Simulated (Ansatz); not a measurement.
Band structure of CuGaSe₂ (I-42d, 8 atoms in the cell).

```
CELL_PARAMETERS angstrom
     -2.77667     2.77667     5.45435
      2.77667    -2.77667     5.45435
      2.77667     2.77667    -5.45435
ATOMIC_POSITIONS crystal
  Ga 0.50000 0.50000 0.00000
  Ga 0.25000 0.75000 0.50000
  Cu 0.00000 0.00000 0.00000
  Cu 0.75000 0.25000 0.50000
  Se 0.87500 0.87500 0.50000
  Se 0.12500 0.62500 0.00000
  Se 0.37500 0.37500 0.50000
  Se 0.62500 0.12500 0.00000
```

Method of the run: PBE (plane waves, PAW; Ansatz, a quantum-chemistry and plane-wave program).

Settings: kpoints.mp_grid.grid = 3 3 3; hamiltonian.xc = pbe; hamiltonian.pseudopotentials = {kind: paw} (the program's default PAW files); scf.occupations.method = fermi_dirac; scf.occupations.width = 0.0007 Ry; kpoints.band_path.npoints = 8.

The starting cell has typed, rounded lattice constants, without a prior relaxation at this level. Its lattice was rescaled by a random factor within 2.5 % of one.

Q: Predict the gap along the standard path and the places of the band edges.

A: The gap along the path is 0.38 eV, direct at Γ to within 0.01 eV.

Levels in eV from the top of the valence band on the path, bands 61 to 68:
```
point     61     62     63     64    65    66    67    68
-----  -----  -----  -----  -----  ----  ----  ----  ----
Γ      -1.64  -0.13  -0.13   0.00  0.38  1.84  2.30  4.01
X      -0.87  -0.87  -0.54  -0.54  1.27  1.27  3.38  3.38
Y      -0.91  -0.91  -0.75  -0.75  1.56  1.56  3.93  3.93
S      -1.51  -1.28  -0.79  -0.60  2.01  2.53  2.54  3.47
Z      -1.32  -1.32  -0.98  -0.98  1.91  1.91  1.91  1.91
S1     -1.51  -1.28  -0.79  -0.60  2.01  2.53  2.54  3.47
N      -1.42  -1.31  -1.18  -0.60  2.33  2.69  3.24  4.20
P      -0.91  -0.91  -0.72  -0.72  1.73  1.73  3.11  3.11
Y1     -0.91  -0.91  -0.75  -0.75  1.56  1.56  3.93  3.93
```

Keys are those of Ansatz 0.2.
